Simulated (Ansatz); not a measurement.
Consider a periodic stack without vacuum, alpha cristobalite (0 0 1) on diamond (0 0 1) (film strained to the substrate, started from cuts of the bulks and a machine-learned relaxation; slabs C64 and Si7O16, which can lie off the formulas): substrate slab C64, film Si7O16, surface cells [[2, 0], [2, 2]] and [[0, 1], [-1, 0]], film strained by -0.6 and -0.6 %, outermost planes C/C and O/O as cut, which need not be the usual terminations and can put a slab off its formula. Its start:

```
CELL_PARAMETERS angstrom
      5.05093     0.00000     0.12429
      0.00000     5.05093     0.04544
      0.09206     1.94779    28.93581
ATOMIC_POSITIONS crystal
  C  0.03436 0.01814 0.05101
  C  0.52980 0.01874 0.05081
  C  0.03386 0.55175 0.05033
  C  0.52975 0.55194 0.05029
  C  0.28606 0.93503 0.02714
  C  0.78809 0.95948 0.02247
  C  0.28571 0.65668 0.02689
  C  0.78704 0.64117 0.02167
  C  0.77176 0.25838 0.11091
  C  0.27181 0.25868 0.11079
  C  0.77107 0.75564 0.11558
  C  0.27127 0.75582 0.11525
  C  0.02604 0.27305 0.07858
  C  0.52846 0.27314 0.07851
  C  0.02207 0.76869 0.08596
  C  0.53015 0.76895 0.08588
  C  0.01122 0.98302 0.17518
  C  0.51096 0.98301 0.17518
  C  0.01120 0.47606 0.17514
  C  0.51098 0.47607 0.17514
  C  0.26622 0.99782 0.14412
  C  0.76615 0.99745 0.14425
  C  0.26622 0.48912 0.14417
  C  0.76612 0.48903 0.14427
  C  0.75079 0.20276 0.23709
  C  0.25080 0.20274 0.23711
  C  0.75084 0.70198 0.23661
  C  0.25083 0.70195 0.23662
  C  0.00587 0.21609 0.20638
  C  0.50580 0.21609 0.20638
  C  0.00595 0.71568 0.20565
  C  0.50586 0.71569 0.20565
  C  0.99058 0.92525 0.29816
  C  0.49058 0.92525 0.29817
  C  0.99052 0.42549 0.29889
  C  0.49052 0.42549 0.29890
  C  0.24565 0.93851 0.26745
  C  0.74564 0.93853 0.26744
  C  0.24562 0.43918 0.26794
  C  0.74560 0.43919 0.26793
  C  0.73011 0.14392 0.36042
  C  0.22990 0.14389 0.36045
  C  0.73015 0.65228 0.36028
  C  0.23001 0.65231 0.36028
  C  0.98522 0.15835 0.32940
  C  0.48516 0.15837 0.32942
  C  0.98522 0.66516 0.32936
  C  0.48522 0.66516 0.32937
  C  0.96854 0.86698 0.42584
  C  0.46881 0.86689 0.42572
  C  0.96942 0.37389 0.41875
  C  0.47008 0.37398 0.41865
  C  0.22406 0.88248 0.39368
  C  0.72434 0.88261 0.39365
  C  0.22469 0.38618 0.38918
  C  0.72498 0.38607 0.38915
  C  0.70995 0.19123 0.47771
  C  0.21043 0.19321 0.47765
  C  0.70651 0.49169 0.48248
  C  0.20785 0.49596 0.48191
  C  0.96421 0.11957 0.45448
  C  0.46401 0.11945 0.45434
  C  0.96245 0.58680 0.45372
  C  0.46368 0.58688 0.45339
  Si 0.83893 0.93547 0.68857
  Si 0.43114 0.57867 0.56150
  Si 0.35346 0.04597 0.62611
  Si 0.89424 0.40725 0.75095
  O  0.89735 0.11490 0.73123
  O  0.05342 0.98570 0.64562
  O  0.37981 0.34493 0.60183
  O  0.54873 0.01350 0.66936
  O  0.69994 0.55599 0.52936
  O  0.83548 0.62536 0.70823
  O  0.18902 0.59309 0.52550
  O  0.44130 0.85093 0.58671
  Si 0.77157 0.85193 0.93993
  Si 0.38131 0.46680 0.81340
  Si 0.28366 0.93907 0.87580
  O  0.80188 0.07875 0.97712
  O  0.98794 0.87638 0.89769
  O  0.30448 0.24762 0.85588
  O  0.48488 0.87452 0.91746
  O  0.68124 0.42095 0.79398
  O  0.79567 0.58088 0.97482
  O  0.18605 0.45673 0.77036
  O  0.35259 0.75679 0.83360
```

The start was prepared with a machine-learned potential, and the result is one local minimum, with the in-plane cell held and forces under 0.04 eV/Å; the film can end far from its bulk form.

These are PBE (plane waves to 420 eV, PAW; Ansatz, a first-principles code) values and carry that method's errors. No spin–orbit coupling; PBE gaps are too small against experiment. Its k-point mesh 5×5×1, Fermi–Dirac width 0.05 eV.

Problem. Predict the relaxed interface.

Solution. The interface area is 25.5 Å². The period comes out as 28.76 Å and the heights between the nearest atoms of the two slabs at the two interfaces is 1.30 and 1.33 Å. The C–O contacts across the interfaces within 1.22 times the sum of covalent radii is 4, mean 1.40 Å, the spin-polarised check at this geometry comes out as keeps a moment, energy -0.13 eV and the slope of the mean potential energy in the substrate is -1.6 MV/cm × e.
